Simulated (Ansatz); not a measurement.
Start from MgTe in the zinc blende structure (space group F-43m, No. 216; a = 6.509 Å).

Method: plane-wave PAW DFT at the PBE level (Ansatz, a first-principles code, 420 eV), no spin-orbit coupling.

Base values:

- Electron mass: 0.17 mₑ (at Γ)
- Hole mass: 0.20, 0.92, 0.92 mₑ (at Γ)
- Band gap: 2.33 eV

One thing is altered: the cell is scaled by 0.9700 in all directions, atoms relaxed at fixed cell.

Task: Predict the new electron mass, hole mass and band gap.

Result: The electron mass changes from 0.17 mₑ (at Γ) to 0.18 mₑ (at Γ); the hole mass (degenerate bands, along [100]) becomes 0.21, 0.84, 0.84 mₑ (at Γ) (base: 0.20, 0.92, 0.92 mₑ (at Γ)); the band gap increases by 0.41 eV, from 2.33 eV to 2.74 eV.

Spin-orbit coupling, missing from the scalar runs, can matter with Te. The cells carry an imposed strain or load. Effective masses come from finite differences of ±0.01 Å⁻¹. Whether these cells are dynamically stable was not tested.
